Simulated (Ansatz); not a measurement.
Defect migration in monoclinic ZrO2 with all lengths changed by -1 %: O vacancy, charge state +2. Method: PBE, PAW (plane waves to 420 eV; Ansatz, a quantum-chemistry and plane-wave program).

96-site cell at the strained lattice (strain from the relaxed PBE one, atoms relaxed), the Γ point alone, smearing 0.01 eV, spin-restricted, no finite-size correction. Energies are static. The charge state is imposed; whether it is stable for some Fermi level was not computed. Forms of the defect that were not tried may lie lower.

Barriers: single points on a 2×2×2 k-point mesh shifted by half a step at the bands' geometries.

The step: a nearby O atom hops onto the vacant site. Atoms about the jump, Cartesian Å from the middle of the jump, before and after:

```csv
atom,x0,y0,z0,x1,y1,z1
O1,0.87,0.23,0.36,-0.87,-0.23,-0.36
Zr2,0.18,1.45,-1.26,0.00,1.36,-1.30
Zr3,-0.34,-0.96,1.60,-0.50,-0.95,1.54
O4,0.67,-2.40,0.28,0.75,-2.35,0.27
Zr5,-3.04,-1.38,-0.78,-2.82,-1.30,-0.75
O6,-2.07,-1.86,1.03,-2.17,-1.92,1.23
O7,1.69,0.20,-2.17,1.64,0.17,-2.04
O8,-1.55,0.62,2.12,-1.58,0.64,2.19
O9,-0.78,0.44,-2.84,-0.67,0.66,-3.16
Zr10,2.28,-1.31,-0.75,2.39,-1.41,-0.79
O11,-1.61,-2.64,-1.49,-1.63,-2.80,-1.40
O12,0.74,2.81,0.26,0.83,2.43,0.30
O13,-1.68,2.25,-1.32,-1.71,2.36,-1.46
O14,1.15,-2.33,-2.36,1.19,-2.37,-2.38
O15,0.78,0.17,3.11,0.81,0.17,2.96
O16,-3.50,0.14,-2.13,-3.44,0.17,-2.15
O17,-3.92,0.23,0.46,-3.90,0.25,0.46
```

### Question
Where do these atoms stand at the saddle point, and how high is it?

### Answer

```json
[
 {"atom": "O1", "x": "-0.43", "y": "-0.21", "z": "-0.25"},
 {"atom": "Zr2", "x": "0.04", "y": "1.41", "z": "-1.31"},
 {"atom": "Zr3", "x": "-0.50", "y": "-0.97", "z": "1.59"},
 {"atom": "O4", "x": "0.75", "y": "-2.47", "z": "0.30"},
 {"atom": "Zr5", "x": "-2.93", "y": "-1.35", "z": "-0.76"},
 {"atom": "O6", "x": "-2.17", "y": "-1.93", "z": "1.15"},
 {"atom": "O7", "x": "1.68", "y": "0.19", "z": "-2.10"},
 {"atom": "O8", "x": "-1.61", "y": "0.61", "z": "2.21"},
 {"atom": "O9", "x": "-0.70", "y": "0.63", "z": "-3.10"},
 {"atom": "Zr10", "x": "2.30", "y": "-1.39", "z": "-0.78"},
 {"atom": "O11", "x": "-1.63", "y": "-2.74", "z": "-1.42"},
 {"atom": "O12", "x": "0.83", "y": "2.52", "z": "0.30"},
 {"atom": "O13", "x": "-1.73", "y": "2.31", "z": "-1.41"},
 {"atom": "O14", "x": "1.15", "y": "-2.35", "z": "-2.37"},
 {"atom": "O15", "x": "0.80", "y": "0.18", "z": "2.98"},
 {"atom": "O16", "x": "-3.45", "y": "0.15", "z": "-2.14"},
 {"atom": "O17", "x": "-3.92", "y": "0.24", "z": "0.46"}
]
```
It lies 0.89 eV above the start and 0.11 eV above the end. The saddle point's order was not checked.
